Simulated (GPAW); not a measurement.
**GPAW run on Yb (Fm-3m, 1 atom in the cell): self-consistent single point**

Method of the run: PBE, GPAW PAW datasets PBE (gpaw-data 1.0.1) (plane waves; GPAW).

Input:

```python
from ase import Atoms
from ase.units import GPa
from gpaw import GPAW

atoms = Atoms(['Yb'],
              cell=[[0.000000, 2.724625, 2.724625],
                    [2.724625, 0.000000, 2.724625],
                    [2.724625, 2.724625, 0.000000]],
              scaled_positions=[[0.000000, 0.000000, 0.000000]],
              pbc=True)

calc = GPAW(mode={'name': 'pw', 'ecut': 800},
            xc='PBE',
            kpts={'size': (10, 10, 10), 'gamma': True},
            occupations={'name': 'fermi-dirac', 'width': 0.1},
            nbands=-7,
            convergence={'density': 1e-05},
            symmetry={'symmorphic': False, 'tolerance': 0.0005},
            maxiter=150)

atoms.calc = calc

energy = atoms.get_potential_energy()
print('Energy (eV):', round(energy, 6))
forces = atoms.get_forces()
print('Forces (eV/Ang):')
print(forces.round(5))
stress = atoms.get_stress()
print('Stress (GPa, Voigt):', (stress / GPa).round(4))
```

The program printed (abridged):

```
Input parameters:
  convergence: {density: 1e-05}
  kpts: {gamma: True,
         size: (10, 10, 10)}
  maxiter: 150
  mode: {ecut: 800,
         name: pw}
  nbands: -7
  occupations: {name: fermi-dirac,
                width: 0.1}
  symmetry: {symmorphic: False,
             tolerance: 0.0005}
  xc: PBE

species:
  Yb:
    name: Ytterbium
    Z: 70.0
    valence: 24
    core: 46
    charge: 0.0
    file: Yb.PBE.gz

    # Using partial waves for Yb as LCAO basis

Reference energy: -382585.272641  # eV

Spin-paired calculation

Convergence criteria:
 Maximum [total energy] change in last 3 cyles: 0.0005 eV / valence electron
 Maximum integral of absolute [dens]ity change: 1e-05 electrons / valence electron
 Maximum integral of absolute [eigenst]ate change: 4e-08 eV^2 / valence electron
 Maximum number of scf [iter]ations: 150

Symmetries present (total): 48
Symmetries with fractional translations: 0
1000 k-points: 10 x 10 x 10 Monkhorst-Pack grid + [1/20,1/20,1/20]
47 k-points in the irreducible part of the Brillouin zone
       k-points in crystal coordinates                weights
   0:     0.00000000    0.00000000    0.00000000          1/1000
   1:     0.10000000    0.10000000    0.00000000          6/1000
   2:     0.10000000    0.10000000    0.10000000          8/1000
   [... 7 lines left out ...]
          ...
  46:     0.50000000    0.50000000    0.50000000          4/1000

Wave functions: Plane wave expansion
  Cutoff energy: 800.000 eV
  Number of coefficients (min, max): 2060, 2097
  Pulay-stress correction: 0.000000 eV/Ang^3 (de/decut=0.000000)

Occupation numbers: Fermi-Dirac:
  width: 0.1000  # eV

Eigensolver

Densities:
  Coarse grid: 27*27*27 grid
  Fine grid: 54*54*54 grid
  Total Charge: 0.000000

Density mixing:
  Method: separate
  Backend: pulay
  Linear mixing parameter: 0.05
  old densities: 5
  Damping of long wavelength oscillations: 50

Hamiltonian:
  XC and Coulomb potentials evaluated on a 54*54*54 grid
  External potential:
    NoExternalPotential

XC parameters: PBE with 2 nearest neighbor stencil

Number of atoms: 1
Number of atomic orbitals: 20
Number of bands in calculation: 19
Number of valence electrons: 24
Bands to converge: occupied

Density initialized from atomic densities
  19 bands from LCAO basis set

Atomic positions and initial magnetic moments

Positions:
   0 Yb     0.000000    0.000000    0.000000    ( 0.0000,  0.0000,  0.0000)

Unit cell:
           periodic     x           y           z      points  spacing
  1. axis:    yes    0.000000    2.724625    2.724625    27     0.1165
  2. axis:    yes    2.724625    0.000000    2.724625    27     0.1165
  3. axis:    yes    2.724625    2.724625    0.000000    27     0.1165

  Lengths:   3.853202   3.853202   3.853202
  Angles:   60.000000  60.000000  60.000000

Effective grid spacing dv^(1/3) = 0.1271

     iter     time        total  log10-change:
                         energy   eigst   dens
iter:   1 --:--:--    -4.901120
iter:   2 --:--:--    -1.442885   -0.60  -0.92
iter:   3 --:--:--    -1.345945   -2.87  -1.78
iter:   4 --:--:--    -5.949800   -0.57  -1.81
iter:   5 --:--:--    -1.202614   -0.72  -0.87
iter:   6 --:--:--    -1.207894   -2.23  -2.37
iter:   7 --:--:--    -1.187465   -3.44  -2.34
iter:   8 --:--:--    -1.186690   -5.01  -2.68
iter:   9 --:--:--    -1.182862c  -4.35  -2.69
iter:  10 --:--:--    -1.185522c  -4.87  -2.87
iter:  11 --:--:--    -1.192315c  -4.20  -3.15
iter:  12 --:--:--    -1.185404c  -4.28  -2.92
iter:  13 --:--:--    -1.187093c  -5.76  -3.50
iter:  14 --:--:--    -1.186538c  -6.16  -3.76
iter:  15 --:--:--    -1.186512c  -7.19  -4.36
iter:  16 --:--:--    -1.186518c  -8.46c -4.41
iter:  17 --:--:--    -1.186488c  -7.77c -4.46
iter:  18 --:--:--    -1.186515c  -9.26c -4.83
iter:  19 --:--:--    -1.186546c  -8.65c -4.78
iter:  20 --:--:--    -1.186509c  -8.68c -4.83
iter:  21 --:--:--    -1.186520c  -8.78c -5.11c

Converged after 21 iterations.

Dipole moment: (-0.000000, -0.000000, -0.000000) |e|*Ang

Energy contributions relative to reference atoms: (reference = -382585.272641)

Kinetic:        -26.238631
Potential:      +24.750625
External:        +0.000000
XC:              +0.091471
Entropy (-ST):   -0.093561
Local:           +0.256796
SIC:             +0.000000
--------------------------
Free energy:     -1.233301
Extrapolated:    -1.186520

Showing only first 2 kpts
 Kpt  Band  Eigenvalues  Occupancy
  0    10      5.07356    1.97711
  0    11      5.07356    1.97711
  0    12      8.27774    0.00000
  0    13      8.27774    0.00000

  1    10      5.06493    1.97898
  1    11      5.06586    1.97879
  1    12      7.91644    0.00000
  1    13      8.42122    0.00000

Fermi level: 5.51944

No gap
No difference between direct/indirect transitions
Energy (eV): -1.18652

Forces in eV/Ang:
  0 Yb   -0.00000    0.00000    0.00000

Stress tensor:
     0.010778     0.000000    -0.000000
     0.000000     0.010778    -0.000000
    -0.000000    -0.000000     0.010778
Stress (GPa, Voigt): [ 1.7268  1.7268  1.7268 -0.     -0.      0.    ]
```

The run converged in 21 iterations. GPAW prints stress with tension positive.

The starting cell comes from a database of computed structures (which also holds hypothetical and non-ambient phases and stackings), without a prior relaxation at this level. Spin-orbit coupling is off. Spin polarisation is off.

Cost on one core of a shared machine: roughly 50 s.
